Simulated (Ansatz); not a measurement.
Base system: SnTeO3 (space group R3c, No. 161; a = 6.531 Å, c = 14.222 Å (hexagonal axes); a hypothetical phase, not in the database extracts checked).

(Cell as relaxed with PBE.)

Levels (all Ansatz, a quantum-chemistry and plane-wave program, PAW): PBE (420 eV, scalar-relativistic without spin-orbit coupling); PBEsol (420 eV, no spin-orbit coupling).

Each level relaxes its own structure.

```
base                      PBE    PBEsol
-------------------  --------  --------
volume per atom      17.51 Å³  15.62 Å³
lattice parameter a   6.531 Å   6.354 Å
band gap              2.45 eV   2.18 eV
```

Perturbation: a hydrostatic pressure of 3 GPa.

```
quantity                           PBE   PBEsol
-----------------------------  -------  -------
smallest direct gap            2.47 eV  2.24 eV
shortest interatomic distance  1.949 Å  1.961 Å
band gap                       2.24 eV  2.06 eV
```

PBE's smallest direct gap lies 0.23 eV above PBEsol's; PBE's shortest interatomic distance lies 0.012 Å below PBEsol's (0.6 %); PBE's band gap lies 0.18 eV above PBEsol's. Neither level is exact; PBEsol is the comparison here, not a measurement.

Spin-orbit coupling, missing from the scalar runs, can matter with Te. Load acts through the strain it causes; cell and atoms are relaxed under it. Stability against distortions was not tested.
